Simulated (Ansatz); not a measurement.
An Ansatz (a first-principles code) run: Al with a change (x(Cu) = 0.5, 4 atoms, Pmmn); plane-wave PAW DFT at the PBEsol level (Ansatz, 420 eV), spin-orbit coupling left out, earlier PAW set.

Input:

Ansatz 0.2 input:
```yaml
crystal:
  lattice:
    - [2.8341781167, 0, 0]
    - [0, 3.6434832341, 0]
    - [0, 0, 5.1066027753]
  atoms:
    - { symbol: Al, position: [0, 0, 0.8519738207] }
    - { symbol: Cu, position: [0.5, 0.5, 0.6350743912] }
    - { symbol: Cu, position: [0, 0, 0.3649256088] }
    - { symbol: Al, position: [0.5, 0.5, 0.1480261793] }
basis: { ecutwfc: 420, ecutrho_ratio: 4, xc_grid: 2, fft_grid_basis: typed }
kpoints: { mp_grid: { grid: [16, 13, 9] } }
hamiltonian:
  xc: pbesol
  dispersion: none
  pseudopotentials: { azcp: { folder: ./paw }, kind: paw }
scf: { occupations: { method: fermi_dirac, width: 0.05 }, convergence: { dr2_threshold: 0.0000000004 } }
output: { forces: true, stress: true }
checkpoint: { write: state.ck, write_every: 1000 }
```

Output (explanatory and most iteration lines left out):

```
Pseudopotential: Al, paw, valence charge 3
Pseudopotential: Cu, paw, valence charge 19
Crystal: 4 atoms, lattice volume = 52.732 Å³
Basis set: ecut = 420 eV, 1037 PW (Γ), exchange–correlation on 40×50×72 points (8 copies of the dense FFT grid, shifted against one another)
Bands: 26, of which v1, the nominal top of the filled ones, is band 22 counted from 1 (21 counted from 0)
Symmetry: 8 space group operations
Space group: Pmmn (ITA 59), of the structure as read, at distance tolerance 3.7e-5 Å
k-points: 315 of 1872
Functional: x = pbesol(κ = 0.804, μ = 0.12345679012345678), c = pbesol(β = 0.046)
SCF iter   1: F=—  HF=-14233.344910 eV  |F-HF|=—  |Δ(HF+E_count)|=         —  Δρ=3.70e-1  dr2=5.44e1  ethr=3.10e-3  ⟨swp⟩=5.2  Hψ=32041  notcnv=0
SCF iter   2: F=—  HF=-14228.454368 eV  |F-HF|=—  |Δ(HF+E_count)|=    4.89e0  Δρ=1.03e-1  dr2=6.38e0  ethr=3.10e-3  ⟨swp⟩=2.1  Hψ=18943  notcnv=0
SCF 1 converged in 11 iterations: F = -14227.265009 eV  dr2 = 4.56e-11
SCF converged after 11 iterations
Free energy (F): -14227.265009 eV
Internal energy: -14227.256335 eV  (E = F + TS)
E sigma→0 (E₀):  -14227.260672 eV
Entropy (-TS):   -0.008674 eV (-2.169 meV/atom)
Fermi energy:    12.682696 eV
--- Forces (eV/Å), atoms counted from 1 ---
  atom   1  Al     0.00000000     0.00000000    -0.00009225
  atom   2  Cu     0.00000000     0.00000000     0.00000792
  atom   3  Cu     0.00000000     0.00000000    -0.00000792
  atom   4  Al     0.00000000     0.00000000     0.00009225
--- Stress (GPa, compression-positive) ---
        0.004526       0.000000       0.000000
        0.000000      -0.009291       0.000000
        0.000000       0.000000       0.002152
  P = ⅓ Tr σ = -0.0009 GPa (-0.009 kbar)
```

These are small ordered cells, not random alloys; other orderings at the same x differ. Stability against distortions was not tested. The final runs are not spin-polarised. The cell was made from Al by this change: x(Cu) = 0.5, 4 atoms, Pmmn.
